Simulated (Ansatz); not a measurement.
**SnS2: pressure 3 GPa**

Start from SnS₂ in the CdI2 type structure (space group P-3m1, No. 164; a = 3.6260 Å, c = 5.5735 Å; layered, stacked along the Cartesian z axis).

Perturbation: a hydrostatic pressure of 3 GPa.

Level of theory: Kohn–Sham DFT with the PBEsol-D3(BJ) functional, run in Ansatz (a first-principles code) with PAW and 420 eV plane waves, spin-orbit coupling left out, earlier PAW set. k-mesh 11×11×6 (Γ-centred); smearing 0.05 eV (Fermi–Dirac).

- Volume per atom = 19.92 Å³ (base 21.15 Å³)
- Density = 5.08 g/cm³ (base 4.78 g/cm³)
- Lattice parameter a = 3.595 Å (base 3.626 Å)
- c/a ratio = 1.486 (base 1.537)
- Shortest interatomic distance = 2.544 Å (base 2.560 Å)
- Enthalpy H = E + PV relative to the base's energy = +0.38 eV/atom
- Band gap = 0.73 eV (an upper bound: an edge found on the path is not a true extremum; the changed cell) (base 0.96 eV)

Final structure:

```xyz
3
Lattice="3.5945 0.0000 0.0000 -1.7973 3.1129 0.0000 0.0000 0.0000 5.3405" Properties=species:S:1:pos:R:3 pbc="T T T"
Sn     0.0000     0.0000     0.0000
S      0.0000     2.0753     1.4720
S      1.7973     1.0376     3.8685
```

Load acts through the strain it causes; cell and atoms are relaxed under it. No phonon test of stability was made.
